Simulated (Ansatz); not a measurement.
Consider AlPt in the CsCl type structure (space group Pm-3m, No. 221; a = 3.0604 Å; a cell from a computed database, its experimental status unchecked; relaxed with 0.1 eV smearing).

It is then changed as follows: an isotropic linear strain of −4.32 %; the atoms relax in the strained cell.

Levels (all Ansatz, an electronic-structure program, PAW): PBEsol (420 eV, no SOC); PBEsol+SOC (420 eV, noncollinear with spin-orbit coupling).

The geometry is relaxed with PBEsol.

```
Quantity           Result
---------------  --------
PBEsol pressure  36.3 GPa
```

Problem. How does going to PBEsol+SOC change the pressure?

Solution. The pressure drops by 0.7 GPa, from 36.3 GPa to 35.6 GPa.

Single points use the geometry relaxed with PBEsol. The spin-orbit shifts are approximate. No phonon test of stability was made. The runs without spin-orbit coupling are not spin-polarised.
